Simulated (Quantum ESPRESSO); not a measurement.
A working Quantum ESPRESSO input for Co (P6_3/mmc, 2 atoms in the cell) (DFT, PBEsol, plane waves, PSlibrary PAW (PBE) pseudopotentials):

```fortran
&control
 calculation = 'scf',
 prefix = 'run',
 outdir = './tmp/',
 pseudo_dir = './',
 tprnfor = .true.,
 tstress = .true.,
/
&system
 ibrav = 4,
 celldm(1) = 4.7190507935,
 celldm(3) = 1.626675077556,
 nat = 2,
 ntyp = 1,
 ecutwfc = 50,
 ecutrho = 300,
 occupations = 'smearing',
 smearing = 'fd',
 degauss = 0.0073499,
 nspin = 2,
 starting_magnetization(1) = 0.333,
 input_dft = 'pbesol',
/
&electrons
 conv_thr = 1.0e-11,
 mixing_beta = 0.5,
/
ATOMIC_SPECIES
Co    58.9332  Co.pbe-n-kjpaw_psl.1.0.0.UPF
ATOMIC_POSITIONS crystal
Co    0.3333333333    0.6666666667    0.2500000000
Co    0.6666666667    0.3333333333    0.7500000000
K_POINTS automatic
14 14 8  1 1 1
```

The run converged in 13 iterations: free energy E − TS -4343.5086 eV; Fermi level (on the code's own zero) 13.60 eV; pressure -12.86 GPa; size of the cell's spin moment 3.23 μB; site moments (μB, in the program's spheres or projections) Co 1.68, Co 1.68. Each of these slips is then made, one at a time:

(1)
```diff
-&electrons
- conv_thr = 1.0e-11,
- mixing_beta = 0.5,
-/
```

(2)
```diff
+ tot_magnetization = 20,
```

(3)
```diff
- degauss = 0.0073499,
+ degauss = 0.3,
```

Q: Predict the outcome of each change.

A: 
(1) A required namelist left out. The program stopped before any SCF iteration.
```
Error in routine  read_namelists (1):
bad line in namelist &electrons: "14 14 8  1 1 1" (error could be in the previous line)
```

(2) A total moment larger than the electron count allows. The program stopped with an error at about iteration 1.
```
Error in routine efermig (1):
internal error, cannot bracket Ef
```

(3) A smearing width that is far too large. The run converged in 13 iterations without an error; against the sound input the free energy falls by 20.9 eV/atom, the pressure goes from -12.86 to 104.7 GPa and the size of the net moment goes from 1.61 to 0.00 μB/atom.

The starting cell comes from a database of computed structures (which also holds hypothetical and non-ambient phases and stackings), without a prior relaxation at this level. Its lattice was rescaled by a random factor within 2.5 % of one. The magnetic order is the one reached from the typed start; others were not searched systematically. In the base run, with a pressure of about -13 GPa the cell is away from its equilibrium volume at this level.

Left out of this page: 1 run of the series with a known weakness of the program; 2 runs of the series outside the window shown, repeating another row's setting, or not comparable.
